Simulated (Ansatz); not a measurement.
The parent structure is MoS2 in the 3R-MoS2 type structure (space group R3m, No. 160; layered, stacked along the Cartesian z axis).

```
CELL_PARAMETERS angstrom
      1.58761     0.91661     6.19494
     -1.58761     0.91661     6.19494
      0.00000    -1.83321     6.19494
ATOMIC_POSITIONS crystal
  Mo 0.00000 0.00000 0.00000
  S  0.75030 0.75030 0.75030
  S  0.58300 0.58300 0.58300
```

Cartesian axes are those of the cell as printed.

Calculations: DFT with r2SCAN+rVV10, PAW potentials and a 500 eV plane-wave cutoff in Ansatz (a quantum-chemistry and plane-wave program), without spin-orbit coupling.

Strains are applied to the cell and any free atomic positions relax; under biaxial strain the out-of-plane vector relaxes too.

One change was made to it. Results:

The energy increases by 2.0 meV/atom; the pressure (mean of the normal stresses, compression positive) decreases by 1.24 GPa to -1.25 GPa; the band gap decreases by 0.12 eV to 0.90 eV; the hole mass changes from 0.85 mₑ along k, 0.69 mₑ across (at T) to 0.69 mₑ along x, 0.62 mₑ along y, 0.88 mₑ along z (at T).

**Question.** Name the change that was made.
A. isotropic strain −1.37 %
B. uniaxial strain ε_yy = +1.26 %
C. biaxial strain −4.13 %, plane normal [001], relaxed out of plane
D. biaxial strain +4.24 %, plane normal [001], relaxed out of plane
E. isotropic strain −1.00 %

**Answer.** B, uniaxial strain ε_yy = +1.26 %. For comparison, the band gap in the other runs: isotropic strain −1.00 % gives 0.99 eV; biaxial strain +4.24 %, plane normal [001], relaxed out of plane gives 0.21 eV; biaxial strain −4.13 %, plane normal [001], relaxed out of plane gives 1.26 eV; isotropic strain −1.37 % gives 0.97 eV.

Effective masses come from finite differences of ±0.01 Å⁻¹. Along k means along the line from Γ to the band edge. Whether these cells are dynamically stable was not tested. A zero or small gap of MoS2 under biaxial strain +4.24 %, plane normal [001], relaxed out of plane can be the functional's error rather than a property of the material.
